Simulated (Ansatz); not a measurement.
Levels about the gap of amorphous Hf₁₉O₃₆ (55 atoms in a cell of 727 Å³, 9.06 g/cm³; zone centre alone, so wide bands show as single levels with stretches between that a denser mesh fills), at the geometry that PBE relaxed, where it gives -2.4 GPa on a denser mesh. Exact exchange is cut at the faces of this small cell, which leaves a finite-size error. The participation number counts the atoms over which a state spreads; weights are charges in smoothed Voronoi cells. The levels come from a single point, so bond lengths are those of that geometry. Method of the levels: HSE06, scalar-relativistic without spin-orbit coupling (Ansatz, a program for electronic structure). Sampling: the zone centre alone; Fermi-Dirac width 0.01 eV; collinear spin, started from moments on atoms (the moments died out). The usual formal charges leave 4 electrons over, so the level spacing at the Fermi energy parts defect or band states and needn't be the band gap. With spare charge at the zone centre alone, a hybrid can open a spacing that a denser mesh would close.

It comes from a first-principles melt-quench run, relaxed afterwards. The hot cell started wider than the set density and was brought back towards it in steps. It is a model cell: composition and starting density were chosen by hand, and all elements were melted together. No dispersion term was used. Its density started from a set value of 9.06 and ended at 9.06 g/cm³. Cooling (nominally 830 K/ps over its main leg) ran many orders faster than in experiment, which tends to leave more defects and strain. One small periodic cell is one sample of the glass; other quenches scatter about these values. The volume was held where the preparation left it and the shape relaxed, at a PBE pressure of -2.4 GPa (tension). Stress components on the final sampling reach 2.4 GPa. On a 2×2×2 Γ-centred mesh force components of up to 0.22 eV/Å stay, since the relaxation ran on the zone centre alone.

```
E - E(highest filled), eV  filling  spin  participation number        largest on  weight O  weight Hf
-------------------------  -------  ----  --------------------  ----------------  --------  ---------
-3.85                       filled    up                   7.2   O, 3 neighbours      0.96       0.04
-3.76                       filled    up                   6.4   O, 3 neighbours      0.96       0.04
-3.76                       filled    dn                   6.4   O, 3 neighbours      0.96       0.04
-1.10                       filled    dn                   8.6  Hf, 5 neighbours      0.34       0.66
-1.10                       filled    up                   8.6  Hf, 5 neighbours      0.34       0.66
0.00                        filled    up                   8.0  Hf, 6 neighbours      0.34       0.66
0.00                        filled    dn                   8.0  Hf, 6 neighbours      0.34       0.66
1.49                         empty    dn                  24.1  Hf, 7 neighbours      0.42       0.58
1.49                         empty    up                  24.1  Hf, 7 neighbours      0.42       0.58
1.70                         empty    dn                  21.6  Hf, 6 neighbours      0.38       0.62
1.70                         empty    up                  21.6  Hf, 6 neighbours      0.38       0.62
1.74                         empty    dn                  22.9  Hf, 7 neighbours      0.38       0.62
1.74                         empty    up                  22.9  Hf, 7 neighbours      0.38       0.62
1.92                         empty    up                  29.4  Hf, 6 neighbours      0.39       0.61
```

Most localised among these is the filled level at -3.76 eV, on a O atom, which has 3 neighbours (Hf 2.11 Å, Hf 2.23 Å, Hf 2.27 Å).
